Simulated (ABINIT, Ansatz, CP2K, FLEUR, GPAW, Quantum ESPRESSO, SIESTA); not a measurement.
## Al₂Cu (I4/mcm, 6 atoms in the cell) computed with different codes at matched settings

Self-consistent single point.

```
Al2Cu
1.0
   -2.93382     2.93382     2.34081
    2.93382    -2.93382     2.34081
    2.93382     2.93382    -2.34081
Al Cu
4 2
Direct
  0.84139   0.65861   0.50000
  0.15861   0.34139   0.50000
  0.65861   0.15861   0.81722
  0.34139   0.84139   0.18278
  0.25000   0.25000   0.00000
  0.75000   0.75000   0.00000
```

Shared settings, as Ansatz (a first-principles code) writes them: kpoints.mp_grid.grid = 7 7 7; scf.occupations.method = gaussian; scf.occupations.width = 0.2 eV. Potentials and cutoffs stand in the table.

| code | model | pressure (GPa) | largest force (eV/Å) | cutoff |
|---|---|---|---|---|
| FLEUR | LDA (Perdew-Zunger), all-electron FLAPW (FLEUR), scalar-relativistic valence | – | 0.031 | Kmax 4.4 1/bohr |
| SIESTA | LDA PW92, numerical atomic orbitals DZP, PseudoDojo LDA standard norm-conserving potentials (rewritten from UPF to PSML) | 5.21 | 0.077 | grid 350 Ry |
| ABINIT | LDA (PW92), PAW (JTH v2.0 LDA PAW) | 5.45 | 0.023 | 30 Ha |
| Quantum ESPRESSO | LDA (PZ), PSlibrary ultrasoft (LDA) pseudopotentials | 5.54 | 0.029 | 55 Ry |
| Ansatz | LDA (PW92), default PAW files made with PBE | 5.68 | 0.027 | default |
| GPAW | LDA (Perdew-Wang 92), GPAW PAW datasets LDA (gpaw-data 1.0.1) | 6.11 | 0.038 | 800 eV |
| CP2K | LDA (Pade form), GPW, DZVP-MOLOPT-SR-GTH basis, GTH-PADE potentials (GTH_POTENTIALS) | 5.86 | 0.064 | grid 600 Ry |

A dash marks a value that a program does not give, or that is left out as unsure.

On Ansatz's run: spin polarisation is off.

The spread over the programs that give each value: pressure within 0.90 GPa; largest force within 0.054 eV/Å.

SIESTA and CP2K use small atom-centred bases, whose incompleteness enters pressures, forces and empty levels differently from a plane-wave cutoff. FLEUR treats all electrons, but the usual bases taken here (sphere radii, linearisation, local orbitals, empty states) were not tested for convergence, so the values are no reference for the others. Ansatz's pressure is given at a fixed set of plane waves, as the other plane-wave codes print theirs; with its correction for the finite basis it is 5.76 GPa. The same LDA comes in different parametrisations, which differ slightly.

The starting cell comes from a database of computed structures (which also holds hypothetical and non-ambient phases and stackings), without a prior relaxation at this level. Its lattice was rescaled by a random factor within 2.5 % of one.

Keys are those of Ansatz 0.2.
